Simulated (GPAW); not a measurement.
# Sensitivity of a calculation on BaSO4 (F-43m, 6 atoms in the cell) to its settings

```
BaSO4
1.0
    0.00000     3.69878     3.69878
    3.69878     0.00000     3.69878
    3.69878     3.69878     0.00000
Ba S O
1 1 4
Direct
  0.50000   0.50000   0.50000
  0.00000   0.00000   0.00000
  0.11639   0.11639   0.11639
  0.65083   0.11639   0.11639
  0.11639   0.11639   0.65083
  0.11639   0.65083   0.11639
```

Base run A: GPAW with LDA (Perdew-Wang 92), GPAW PAW datasets LDA (gpaw-data 1.0.1), self-consistent single point.

Its settings: mode = pw; ecut = 950 eV; xc = LDA; kpts = 6 6 6; mesh shift (steps) = 0 0 0; occupations.name = fermi-dirac; occupations.width = 0.01 eV; nbands = -6; convergence.density = 1e-05 e/electron; convergence.energy = 1e-05 eV/electron; convergence.bands = -4; symmetry.symmorphic = false; symmetry.tolerance = 0.0005; maxiter = 150.

The starting cell comes from a database of computed structures (which also holds hypothetical and non-ambient phases and stackings), without a prior relaxation at this level.

ΔF is the free energy per atom less that of run A. A dash stands where there is no value to compare (another energy zero or no entropy term, no result, no spin, no clean gap, or a mesh too coarse for one). Total energies depend on the potentials, the functional and any Hubbard or dispersion term, so they are compared only between runs that share all of them.

Run A gave: largest force (eV/Å) 0.261; gap on the mesh (eV) 4.166; k-points 16.

Runs:
- B: occupations.width: 0.01 eV → 0.5 eV
- C: kpts: 6 6 6 → 4 4 4
- D: convergence.density: 1e-05 e/electron → 9e-08 e/electron; convergence.energy: 1e-05 eV/electron → 3e-12 eV/electron; convergence.eigenstates: default → 3e-16
- E: lattice scaled by 0.97
- F: convergence.bands: -4 → default
- G: mixer.beta: default → 0.01
- H: mode: pw → lcao; ecut: 950 eV → default; nbands: -6 → default; convergence.bands: -4 → default; h: default → 0.2 Å; basis: default → dzp [LDA (Perdew-Wang 92), LCAO dzp]

What does run E change against A?

The free energy drops by 3.3 meV/atom, the largest force goes from 0.261 to 2.191 eV/Å and the gap on the mesh goes from 4.166 to 4.372 eV.

What does run H change against A?

The free energy goes up by 1.17 eV/atom, the largest force goes from 0.261 to 1.480 eV/Å and the gap on the mesh goes from 4.166 to 4.177 eV.

```csv
run,ΔF (meV/atom),largest force (eV/Å),gap on the mesh (eV),k-points
A,0.00,0.261,4.166,16
B,-2.7,0.267,4.174,16
C,0.02,0.261,4.165,8
D,0.00,0.262,4.166,16
E,-3.3,2.191,4.372,16
F,0.00,0.261,–,16
G,0.00,0.261,4.166,16
H,1170.7,1.480,4.177,16
```
